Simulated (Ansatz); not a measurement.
Here is the system:

```yaml
crystal:
  lattice:
    - [3.12343, 0.00000, 0.00000]
    - [-1.56172, 2.70497, 0.00000]
    - [0.00000, 0.00000, 11.71088]
  atoms:
    - { symbol: Mo, position: [0.33333, 0.66667, 0.25000] }
    - { symbol: Mo, position: [0.66667, 0.33333, 0.75000] }
    - { symbol: S, position: [0.33333, 0.66667, 0.61612] }
    - { symbol: S, position: [0.66667, 0.33333, 0.11612] }
    - { symbol: S, position: [0.66667, 0.33333, 0.38388] }
    - { symbol: S, position: [0.33333, 0.66667, 0.88388] }
```

No spin polarisation.

All numbers come from DFT with PBE-D3(BJ), PAW potentials and a 420 eV plane-wave cutoff in Ansatz (an electronic-structure program), scalar-relativistic without spin-orbit coupling. k-mesh 12×12×3 (Γ-centred); smearing 0.05 eV (Fermi–Dirac).

### Question
Predict the hole mass, valence-band top at Γ and smallest direct gap.

### Answer
- Hole mass = 1.2 mₑ along c, 0.49 mₑ across (at Γ)
- Valence-band top at Γ (three highest levels, from the VBM) = 0.00, -0.94, -1.52 eV
- Smallest direct gap = 1.76 eV

Load acts through the strain it causes; cell and atoms are relaxed under it. Masses are band curvatures over ±0.01 Å⁻¹ around the edge. Stability against distortions was not tested. The cell was made from MoS2 in the 2H-MoS2 type structure (space group P6_3/mmc, No. 194; layered, stacked along the Cartesian z axis) by this change: pressure 3 GPa.
